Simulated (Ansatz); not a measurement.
# A constructed model of the (111)A surface of zinc-blende GaAs, Ga-terminated, 2x2 Ga adatom at T1 (bottom of the slab: 3 H on 4 bottom sites)

Computed with r2SCAN, at the PBE geometry (plane waves to 500 eV, PAW; Ansatz, a first-principles code).

Set-up: 36 atoms, 13.7 Å thick at the start with caps and adatoms (thin: gaps and levels are the slab's own); mesh 3x3x1; 0.025 eV smearing; dipole correction on; single point; on the structure that PBE left under its start's symmetry; no spin, no spin-orbit, no U. In PBE it is, or lies within 0.01 eV a 1x1 cell of, the lowest of the 3 structures of its composition computed so far; subsurface sites and larger cells were not tried.

```
Property                                                              Result
-----------------------------------------------  ---------------------------
gap of the slab on its k-mesh                                        0.34 eV
highest filled level below the top vacuum level                      4.41 eV
cost                                             very roughly 8 core-minutes
```
